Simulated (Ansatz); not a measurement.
The starting structures come from a database of crystals and need not be the phases stable at ambient conditions.

 Where the default PAW files enter, the runs use the earlier of Ansatz's two default sets.

Inside the gap of an insulator the Bloch states are evanescent, with a wavenumber k + iκ along the transport direction.

Data:

```
AlBaBF2O3
1.0
    4.88061     0.00000     0.00000
   -2.44031     4.22673     0.00000
    0.00000     0.00000     9.38516
Ba Al B O F
2 2 2 6 4
Cartesian
  0.00000   0.00000   4.69258
  0.00000   0.00000   0.00000
  2.44030   1.40891   7.03887
  0.00000   2.81782   2.34629
  0.00000   2.81782   7.03887
  2.44030   1.40891   2.34629
  3.81173   1.38641   2.34629
  1.73511   0.23247   2.34629
  1.77408   2.60785   2.34629
  1.37143   2.84032   7.03887
 -0.70520   3.99426   7.03887
 -0.66623   1.61888   7.03887
  2.44030   1.40891   5.19928
  2.44030   1.40891   8.87846
  0.00000   2.81782   0.50670
  0.00000   2.81782   4.18588
```

Space group of this cell: P-62c. The cell is taken as given.

Transport runs along the normal of the first two printed cell vectors, the (001) plane of the conventional cell.

No gap correction and no spin-orbit coupling; mid-gap values are interpolated between computed energies.

Give the band gap and the smallest decay constant κ at mid-gap that Ansatz (a program for electronic structure) with PBEsol yields.

Gap 6.26 eV on a 12×12×4 mesh; κ = 0.489 1/Å, at the zone centre.
